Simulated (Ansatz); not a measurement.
Take LiNbO3 (space group R3c, No. 161; a = 5.190 Å, c = 14.016 Å (hexagonal axes)) as the base.

Calculations: Ansatz (a program for electronic structure) PBE, scalar-relativistic without spin-orbit coupling.

Before the change:

- Volume per atom: 10.90 Å³
- Band gap: 3.54 eV

One thing is altered: cell and atoms relaxed at a pressure of 0.9 GPa.

**Question.** How does this affect the volume per atom and band gap?

**Answer.** The volume per atom decreases by 0.093 Å³, from 10.90 Å³ to 10.80 Å³; the band gap stays 3.54 eV.

Load acts through the strain it causes; cell and atoms are relaxed under it. Whether these cells are dynamically stable was not tested.
